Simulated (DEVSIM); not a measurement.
**GaAs p-i-n diode**

Structure: GaAs p-i-n diode, at 300 K.

```csv
layer (left to right),material,thickness (μm),Nd (cm⁻³),Na (cm⁻³),τn (s),τp (s)
1,GaAs,0.460,-,6.3e17,1.6e-8,1.6e-8
2,GaAs,130,2.6e12,-,1.6e-8,1.6e-8
3,GaAs,0.330,1.6e17,-,1.6e-8,1.6e-8
```

Left contact: ohmic. Right contact: ohmic. Voltage is applied to the left contact. Recombination: SRH at mid-gap, Auger. Mobility is μmin + (μ − μmin)/(1 + (N/Nref)^α).

The device is made up for the run: typed textbook-type constants, with dimensions and the other settings drawn at random. Values at 300 K.

```
parameter        GaAs
-------------  ------
gap (eV)        1.424
affinity (eV)    4.07
permittivity     12.9
Nc (cm⁻³)      4.7e17
Nv (cm⁻³)        9e18
μn (cm²/Vs)      8500
μp (cm²/Vs)       400
μn,min            500
μp,min             20
Nref,n           6e16
Nref,p         1.5e17
αn               0.39
αp               0.38
Cn (cm⁶/s)      1e-30
Cp (cm⁶/s)      1e-30
```

DEVSIM, 1D drift-diffusion, Boltzmann statistics, complete ionisation; no tunnelling, impact ionisation, image-force lowering or self-heating.

```json
{
  "potential_step_across_the_device_at_zero_bias": "1.327 V"
}
```

Dark forward current:

```tsv
V (V)	J (A/cm²)
0.05	3.5e-9
0.15	3.6e-8
0.25	2.9e-7
0.35	2.3e-6
0.45	1.9e-5
0.55	0.00017
0.65	0.0015
0.75	0.0087
0.85	0.025
0.95	0.047
1.00	0.060
1.10	0.087
1.20	0.12
1.30	0.15
1.40	0.18
1.50	0.21
1.60	0.25
1.70	0.29
1.80	0.32
1.90	0.36
```
